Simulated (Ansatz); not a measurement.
Functionals compared on a constructed model of the (111) surface of fcc Rh, a pseudomorphic layer of Cu in the host's stacking (bottom of the slab: a bare face, its two planes held), in Ansatz (plane waves, PAW). The structure was relaxed with PBE; the other rows are single points on it. Cutoff 420 eV (500 eV for r2SCAN).

Set-up: 7 atoms, 13.5 Å thick at the start with caps and adatoms (thin: gaps and levels are the slab's own); mesh 16x16x1; 0.1 eV smearing; dipole correction on; 2 atoms held, the rest relaxed; start symmetry kept, larger cells not searched; no spin, no spin-orbit, no U. It is one candidate, not shown to be the stable structure of the face. These notes are the PBE run's.

```json
[
 {"functional": "PBE", "work function of the top face (eV)": "4.68", "rough cost of the single point": "–"},
 {"functional": "RPBE", "work function of the top face (eV)": "4.50", "rough cost of the single point": "roughly 19 core-seconds"},
 {"functional": "r2SCAN", "work function of the top face (eV)": "…", "rough cost of the single point": "very roughly 50 core-seconds"}
]
```

Q: Fill in the missing entries.

A: 
- r2SCAN, work function of the top face (eV): 4.69

Ansatz is a program for electronic structure.
